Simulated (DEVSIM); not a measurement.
Structure: Schottky contact on n-type GaN, at 400 K.

Layer 1 from the left is GaN, thickness (μm) 0.490, Nd (cm⁻³) 5e16, τn (s) 1.4e-8, τp (s) 1.4e-8.

Left contact: Schottky, work function 4.93 eV, emission velocity 2.7e6 cm/s. Right contact: ohmic. Voltage is applied to the left contact. Recombination: SRH at mid-gap, radiative. Mobility is μmin + (μ − μmin)/(1 + (N/Nref)^α).

This is a model device: material constants are rounded textbook-type values typed into the input, and sizes, dopings and lifetimes were drawn at random. Values at 300 K; Nc and Nv go as T^1.5, mobilities as T to minus their exponent, the gap by Varshni's rule with the affinity fixed.

GaN: gap (eV) 3.43, affinity (eV) 4.1, permittivity 9.5, Nc (cm⁻³) 2.3e18, Nv (cm⁻³) 4.6e19, μn (cm²/Vs) 1200, μp (cm²/Vs) 100, μn,min 55, μp,min 3, Nref,n 2e17, Nref,p 3e17, αn 1, αp 2, T exponent of μn 1.5, T exponent of μp 2, B (cm³/s) 1e-11, Varshni α (eV/K) 0.00091, Varshni β (K) 830.

Q: Estimate by hand the built-in potential, the peak field at zero bias, the capacitance at -1.5 V, and compare with a numerical solution.

A: 
- Built-in potential: barrier φB = 0.830 eV; Vbi = φB − kT/q ln(N_band/N) = 0.683 V; numerical 0.683 V.
- Peak field at zero bias: depletion approximation: W = √(2εVbi/(qN)) = 0.120 μm with N = 5.00e16 cm⁻³; field = 2Vbi/W = 114000 V/cm; numerical 111000 V/cm (estimate above by 3.1 %).
- Capacitance at -1.5 V: C = √(qεN / 2(Vbi + |V|)) = 39.3 nF/cm²; numerical 39.6 nF/cm² (estimate below by 0.78 %).

DEVSIM, 1D drift-diffusion, Boltzmann statistics, complete ionisation; no tunnelling, impact ionisation, image-force lowering or self-heating. Metal contacts follow the ideal Schottky-Mott rule: no Fermi-level pinning, no interface dipoles.
